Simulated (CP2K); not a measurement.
Troubleshooting CP2K: a failed run on Ba4Bi3 (I-43d, 14 atoms in the cell). The aim is a self-consistent single point with DFT PBEsol, GPW, DZVP-MOLOPT-SR-GTH basis, GTH-PBE potentials (GTH_POTENTIALS).

This input was run:

```
&GLOBAL
  PROJECT calc
  RUN_TYPE ENERGY_FORCE
  PRINT_LEVEL LOW
&END GLOBAL
&FORCE_EVAL
  METHOD Quickstep
  STRESS_TENSOR ANALYTICAL
  &DFT
    BASIS_SET_FILE_NAME BASIS_MOLOPT
    POTENTIAL_FILE_NAME GTH_POTENTIALS
    &QS
      METHOD GPW
      EPS_DEFAULT 1E-10
    &END QS
    &MGRID
      CUTOFF 500
      REL_CUTOFF 40
      NGRIDS 5
    &END MGRID
    &SCF
      SCF_GUESS ATOMIC
      EPS_SCF 1E-7
      MAX_SCF 100
      ADDED_MOS 18
      &DIAGONALIZATION
        ALGORITHM STANDARD
      &END DIAGONALIZATION
      &MIXING
        METHOD BROYDEN_MIXING
        ALPHA 0.2
        NBUFFER 12
        BETA 1.5
      &END MIXING
      &SMEAR ON
        METHOD MARZARI_VANDERBILT
        SIGMA [eV] 0.136
      &END SMEAR
    &END SCF
    &KPOINTS
      SCHEME MONKHORST-PACK 3 3 3
    &END KPOINTS
    &XC
      &XC_FUNCTIONAL
        &PBE
          PARAMETRIZATION PBESOL
        &END PBE
      &END XC_FUNCTIONAL
    &END XC
    &PRINT
      &MO
        EIGENVALUES T
        OCCUPATION_NUMBERS T
        NDIGITS 8
        FILENAME mo
        &EACH
          QS_SCF 0
        &END EACH
        ADD_LAST NUMERIC
      &END MO
      &MULLIKEN OFF
      &END MULLIKEN
    &END PRINT
  &END DFT
  &SUBSYS
    &CELL
      ABC 9.19412800 9.19412788 9.19412759
      ALPHA_BETA_GAMMA 109.47122011 109.47121934 109.47121869
      PERIODIC XYZ
    &END CELL
    &COORD
      Bi       0.25000000     0.62500000     0.37500000
      Bi       0.37500000     0.25000000     0.62500000
      Bi       0.75000000     0.87500000     0.12500000
      Bi       0.12500000     0.75000000     0.87500000
      Bi       0.62500000     0.37500000     0.25000000
      Bi       0.87500000     0.12500000     0.75000000
      Ba       0.14600000     0.14600000     0.14600000
      Ba       0.85400000     0.50000000     0.00000000
      Ba       0.50000000     0.00000000     0.35400000
      Ba       0.00000000     0.85400000     0.50000000
      Ba       0.35400000     0.50000000     0.00000000
      Ba       0.64600000     0.64600000     0.64600000
      Ba       0.00000000     0.35400000     0.50000000
      Ba       0.50000000     0.00000000     0.85400000
    &END COORD
    &KIND Bi
      BASIS_SET DZVP-MOLOPT-SR-GTH
      POTENTIAL GTH-PBE-q5
    &END KIND
    &KIND Ba
      BASIS_SET DZVP-MOLOPT-SR-GTH
      POTENTIAL GTH-PBE-q10
    &END KIND
  &END SUBSYS
  &PRINT
    &FORCES ON
    &END FORCES
    &STRESS_TENSOR ON
    &END STRESS_TENSOR
  &END PRINT
&END FORCE_EVAL
```

Output (repeated stretches shortened):

```
 SCF WAVEFUNCTION OPTIMIZATION

  Step     Update method      Time    Convergence         Total energy    Change
     1 NoMix/Diag. 0.20E+00      -     4.3410E+06      2052.9338225347  2.05E+03
     2 Broy./Diag. 0.20E+00      - 40430.44071744      2361.8655404762  3.09E+02
     3 Broy./Diag. 0.20E+00      -     6.0236E+05      2226.1306386408 -1.36E+02
     4 Broy./Diag. 0.20E+00      - 36734.15273303      2023.9501348277 -2.02E+02

 *** WARNING in smearing_utils.F:618 :: Smearkp: MP/MV smearing did not ***
 *** reach the requested electron count                                 ***

   [... lines left out ...]

    98 Broy./Diag. 0.20E+00      -     0.25231715      1990.7972943178 -1.97E-08

 *** WARNING in smearing_utils.F:618 :: Smearkp: MP/MV smearing did not ***
 *** reach the requested electron count                                 ***

    99 Broy./Diag. 0.20E+00      -     0.64049832      1990.7972943286  1.08E-08

 *** WARNING in smearing_utils.F:618 :: Smearkp: MP/MV smearing did not ***
 *** reach the requested electron count                                 ***

   100 Broy./Diag. 0.20E+00      -     0.23824834      1990.7972942901 -3.85E-08
  Leaving inner SCF loop after reaching   100 steps.

  Overlap energy of the core charge distribution:             788.62165262623137
  Self energy of the core charge distribution:               -487.85906749997298
  Core Hamiltonian energy:                                    864.89619182025547
   [... lines left out ...]
  Fermi energy:                                                -0.09220745191947
  Total energy:                                              1990.79729429010786
   [... lines left out ...]
 * [ABORT]                                                                     *
 *  \___/     SCF run NOT converged. To continue the calculation regardless,   *
 *    |             please set the keyword IGNORE_CONVERGENCE_FAILURE.         *
 *  O/|                                                                        *
 * /| |                                                                        *
 * / \                                                            qs_scf.F:702 *
 *******************************************************************************

 ===== Routine Calling Stack =====

            4 scf_env_do_scf
            3 qs_energies
            2 qs_forces
            1 CP2K
Abort(1) on node 0 (rank 0 in comm 0): application called MPI_Abort(MPI_COMM_WORLD, 1) - process 0
```

Question: What is wrong, and how is it fixed?

Answer: The fault is fractional and Cartesian coordinates mixed up. The same three numbers mean different points as fractional and as Cartesian coordinates. To fix it, make label and numbers agree, by changing either. The run ended unconverged after 100 iterations.

The sound input it was made from differs as follows (other fixes are possible):
```diff
+      SCALED
```

With that input, the run converged in 20 iterations: free energy E − TS -6449.9072 eV; Fermi level (on the code's own zero) 4.98 eV; pressure 0.50 GPa; largest force (vector length) 0.022 eV/Å (DFT PBEsol, GPW, DZVP-MOLOPT-SR-GTH basis, GTH-PBE potentials (GTH_POTENTIALS)).

On the sound input: the starting cell comes from a database of published, mostly measured structures (it also holds non-ambient and calculated ones), without a prior relaxation at this level. Its lattice was rescaled by a random factor within 2.5 % of one. Values carry the incompleteness of an atom-centred basis. The potentials were made for another functional than the one used.
